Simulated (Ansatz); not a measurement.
## What pressure 9 GPa does to Al2Pt

Consider Al2Pt (space group Fm-3m, No. 225; a = 5.9459 Å).

One thing is altered: a hydrostatic pressure of 9 GPa.

Computed with PBE (Ansatz, a first-principles code, PAW, spin-orbit coupling left out). k-mesh 14×14×14 (Γ-centred); smearing 0.05 eV (Fermi–Dirac).

| quantity | base | changed | shift |
|---|---|---|---|
| volume per atom | 17.52 Å³ | 16.49 Å³ | -1.03 Å³ |
| density | 7.87 g/cm³ | 8.36 g/cm³ | +0.49 g/cm³ |
| lattice parameter a | 11.236 bohr | 11.011 bohr | -0.225 bohr |
| enthalpy H = E + PV relative to the base's energy | – | +0.95 eV/atom | – |
| band gap | zero | zero | – |

Cost of the whole job for the changed cell (relaxation, final SCF and bands): around 24 core-seconds (rough).

Load acts through the strain it causes; cell and atoms are relaxed under it. No phonon test of stability was made. Competing high-pressure phases were not computed. All final runs are without spin polarisation.
